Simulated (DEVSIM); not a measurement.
Device: abrupt In0.53Ga0.47As n-p junction, at 300 K.

Layer 1 from the left is In0.53Ga0.47As, thickness (μm) 77.0, Nd (cm⁻³) 6.8e16, τn (s) 7.9e-10, τp (s) 7.9e-10. Layer 2 from the left is In0.53Ga0.47As, thickness (μm) 4.10, Na (cm⁻³) 1.6e16, τn (s) 7.9e-10, τp (s) 7.9e-10.

Left contact: ohmic. Right contact: ohmic. Voltage is applied to the left contact. Recombination: SRH at mid-gap, Auger. Mobility is μmin + (μ − μmin)/(1 + (N/Nref)^α).

Constants are typed, rounded textbook-type inputs, not results; the design itself was drawn at random and stands for no fabricated device. Values at 300 K.

In0.53Ga0.47As: gap (eV) 0.74, affinity (eV) 4.51, permittivity 13.9, Nc (cm⁻³) 2.1e17, Nv (cm⁻³) 7.7e18, μn (cm²/Vs) 12000, μp (cm²/Vs) 300, μn,min 300, μp,min 10, Nref,n 1.3e17, Nref,p 4.9e17, αn 0.48, αp 0.4, Cn (cm⁶/s) 5e-29, Cp (cm⁶/s) 5e-29.

Model (solved in DEVSIM): 1D drift-diffusion, Boltzmann statistics, complete ionisation; no tunnelling, impact ionisation, image-force lowering or self-heating.

Question: What does the simulation give for the largest field in the device at zero bias, the dark forward voltage at 1 A/cm², the potential step across the device at zero bias?

Answer: largest field in the device at zero bias 41000 V/cm; dark forward voltage at 1 A/cm² 0.314 V; potential step across the device at zero bias 0.551 V.
